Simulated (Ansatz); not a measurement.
hcp Dy, treated with LDA (PAW; Ansatz, an electronic-structure program).

Numerical settings: plane-wave cutoff 520 eV, 18×18×10 k mesh (along the axes of the cell as run), Fermi–Dirac smearing 0.05 eV, spin-polarised with parallel moments, scalar-relativistic PAW data made under PBE.

Energies at three volumes about the minimum:

| V (Å³/atom) | E − E_lowest (meV/atom) |
|---|---|
| 26.728 | 1.06 |
| 27.274 | 0.00 |
| 27.819 | 1.11 |

**Question.** Fit a parabola by hand: where is the minimum, and what is the bulk modulus?

**Answer.** Slopes: (0.00 − 1.06)/(27.274 − 26.728) = -1.941 and (1.11 − 0.00)/(27.819 − 27.274) = 2.037 meV/Å³. Curvature E″ = 2 × (2.037 − (-1.941))/(27.819 − 26.728) = 7.292 meV/Å⁶. From the middle of the first interval, the slope vanishes at V0 = 27.0010 − (-1.941)/7.292 = 27.267 Å³/atom. B = V0 E″ = 27.267 × 7.292 meV/Å³ × 0.1602 GPa per meV/Å³ = 31.9 GPa. The full Birch–Murnaghan fit to all volumes gives V0 = 27.261 Å³/atom and B0 = 31.8 GPa.

Shape and atoms are relaxed at each volume.

Measured, for comparison: bulk modulus 40.5 GPa (room temperature, no zero-point or thermal correction; as tabulated in Wikipedia's data pages); equilibrium volume per atom 31.56 Å³/atom (room temperature, no zero-point or thermal correction; as tabulated in Söderlind et al. (2014), doi:10.1088/0953-8984/26/41/416001). Computed less measured: bulk modulus -21 %, equilibrium volume per atom -13.6 %.

Note: the 4f shell is treated without U or exact exchange, so its levels and filling can be wrong; the collinear magnetic order is the start's and need not be the measured one.
